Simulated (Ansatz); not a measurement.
The reference is Be in the hcp (Mg type) structure (space group P6_3/mmc, No. 194; relaxed with 0.1 eV smearing).

```yaml
crystal:
  lattice:
    - [2.26169, 0.00000, 0.00000]
    - [-1.13084, 1.95868, 0.00000]
    - [0.00000, 0.00000, 3.56916]
  atoms:
    - { symbol: Be, position: [0.33333, 0.66667, 0.75000] }
    - { symbol: Be, position: [0.66667, 0.33333, 0.25000] }
```

Cartesian axes are those of the cell as printed.

Computed with r2SCAN (Ansatz, a quantum-chemistry and plane-wave program), no SOC.

Strains are applied to the cell and any free atomic positions relax.

One change was made to it. Results:

| quantity | base | after |
|---|---|---|
| pressure (mean of the normal stresses, compression positive) | 0.0 GPa | 1.6 GPa |
| energy relative to the base (free energy F) | 0 meV/atom | +2.9 meV/atom |

Question: Which of these changes matches the shifts?
A) tensor shear ε_xy = −0.44 %
B) strain tensor (xx, yy, zz, yz, xz, xy) = (+0.15, −0.65, −0.69, −0.44, −0.84, −0.52) %
C) tensor shear ε_yz = +0.68 %
D) isotropic strain −5.21 %

Answer: B, strain tensor (xx, yy, zz, yz, xz, xy) = (+0.15, −0.65, −0.69, −0.44, −0.84, −0.52) %. For comparison, the energy relative to the base in the other runs: tensor shear ε_yz = +0.68 % gives +0.8 meV/atom; isotropic strain −5.21 % gives +85 meV/atom; tensor shear ε_xy = −0.44 % gives +0.3 meV/atom.

Whether these cells are dynamically stable was not tested.
